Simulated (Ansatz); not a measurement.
**Zn: element substitutions**

Take Zn in the hcp (Mg type) structure (space group P6_3/mmc, No. 194; a = 2.647 Å, c = 4.679 Å) as the base.

Each row replaces one element on all its sites; cell and atoms are relaxed.

The values are results of r2SCAN/PAW in Ansatz (an electronic-structure program), without spin-orbit coupling, not measurements.

Before the change:

* **Lattice parameter a**: 2.647 Å

### Question
The aim is a lattice parameter a between 3.139 Å and 3.520 Å. Which of these changes reaches it?
A) Zn → Be
B) Zn → In
C) Zn → Mn

### Answer
B, Zn → In. It gives 3.333 Å; Zn → Mn gives 2.455 Å; Zn → Be gives 2.264 Å. Changes not listed may reach it too

Whether these cells are dynamically stable was not tested. For Mn and In in this form, whether it has been made was not checked. Seeded moments were not kept for Zn → Mn. All final runs are without spin polarisation. This is not the structure that Mn has at room temperature and ambient pressure. This is not the structure that In has at room temperature and ambient pressure.
